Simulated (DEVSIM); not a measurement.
System: abrupt Si p-n junction, at 250 K.

```csv
layer (left to right),material,thickness (μm),Nd (cm⁻³),Na (cm⁻³),τn (s),τp (s)
1,Si,0.330,-,1.1e15,8.5e-6,8.5e-6
2,Si,31.0,8.9e16,-,8.5e-6,8.5e-6
```

Left contact: ohmic. Right contact: ohmic. Voltage is applied to the left contact. Recombination: SRH at mid-gap, radiative, Auger. Mobility is μmin + (μ − μmin)/(1 + (N/Nref)^α).

The device is made up for the run: typed textbook-type constants, with dimensions and the other settings drawn at random. Values at 300 K; Nc and Nv go as T^1.5, mobilities as T to minus their exponent, the gap by Varshni's rule with the affinity fixed.

| parameter | Si |
|---|---|
| gap (eV) | 1.124 |
| affinity (eV) | 4.05 |
| permittivity | 11.7 |
| Nc (cm⁻³) | 2.86e19 |
| Nv (cm⁻³) | 3.1e19 |
| μn (cm²/Vs) | 1417 |
| μp (cm²/Vs) | 470 |
| μn,min | 52 |
| μp,min | 45 |
| Nref,n | 9.7e16 |
| Nref,p | 2.2e17 |
| αn | 0.68 |
| αp | 0.72 |
| T exponent of μn | 2.3 |
| T exponent of μp | 2.2 |
| B (cm³/s) | 4.7e-15 |
| Cn (cm⁶/s) | 2.8e-31 |
| Cp (cm⁶/s) | 9.9e-32 |
| Varshni α (eV/K) | 0.000473 |
| Varshni β (K) | 636 |

Model (solved in DEVSIM): 1D drift-diffusion, Boltzmann statistics, complete ionisation; no tunnelling, impact ionisation, image-force lowering or self-heating.

Tabulate band edges, carrier densities and field at 0.9 V on the left contact.

Energies count from the Fermi level of the right contact; mesh points crowd at the junctions.

```csv
x (μm),Ec (eV),Ev (eV),n (cm⁻³),p (cm⁻³),field (V/cm)
0.000,0.021,-1.115,< 1e2,1.1e15,1000
0.02645,0.024,-1.112,2.9e14,1.2e15,990
0.07401,0.028,-1.108,7.4e14,1.5e15,810
0.1650,0.033,-1.103,1.6e15,1.9e15,96
0.2772,0.019,-1.117,5.1e15,9.9e14,-3700
0.3164,-0.004,-1.141,1.6e16,3.3e14,-9400
0.3367,-0.028,-1.164,4.9e16,1.1e14,-9400
0.3910,-0.040,-1.177,8.8e16,6.2e13,-97
0.4904,-0.040,-1.176,8.9e16,6.1e13,51
0.7062,-0.039,-1.175,8.9e16,6.1e13,51
1.139,-0.037,-1.173,8.9e16,6.1e13,51
2.615,-0.029,-1.165,8.9e16,6.1e13,51
5.314,-0.015,-1.151,8.9e16,6.1e13,51
11.17,0.015,-1.121,8.9e16,6.1e13,51
23.27,0.077,-1.059,8.9e16,5.2e13,51
27.47,0.099,-1.038,8.9e16,3.7e13,51
29.56,0.109,-1.027,8.9e16,2.1e13,51
30.53,0.114,-1.022,8.9e16,1.1e13,51
31.06,0.117,-1.019,8.9e16,3.8e12,51
31.21,0.118,-1.018,8.9e16,1.7e12,51
31.29,0.118,-1.018,8.9e16,6.0e11,51
31.33,0.118,-1.018,8.9e16,< 1e2,51
```
